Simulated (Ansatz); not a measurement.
## TaRu (P4/mmm): band-structure transport figures

Here is the system:

```
CELL_PARAMETERS angstrom
      3.02149     0.00000     0.00000
      0.00000     3.02149     0.00000
      0.00000     0.00000     3.39172
ATOMIC_POSITIONS crystal
  Ta 0.50000 0.50000 0.50000
  Ru 0.00000 0.00000 0.00000
```

The numbers are results of PBEsol with spin-orbit coupling, rigid bands (plane waves, PAW; Ansatz, a first-principles code), not measurements. Condition of this run: spin-orbit coupling switched on. Geometry: cell and atoms relaxed with PBEsol.

The density of states at the Fermi level is 1.92 states/(eV·cell), both spins. The bare Sommerfeld coefficient is 2.3 mJ/(mol of atoms·K²), the drude plasma energy comes out as 6.7 (x), 6.7 (y), 7.1 (z) eV and the root-mean-square Fermi velocity is 5.4e5 m/s. The resistivity times τ comes out as 10.8 (x), 10.8 (y), 9.8 (z) ×10⁻²² Ω·m·s.

A metal at this level (no band gap); rigid bands, thermally averaged at 300 K, both spins. τ is one relaxation time for all states.

Formula and space group known from diffraction (Crystallography Open Database), not checked to be the room-temperature form: TaRu (P4/mmm).
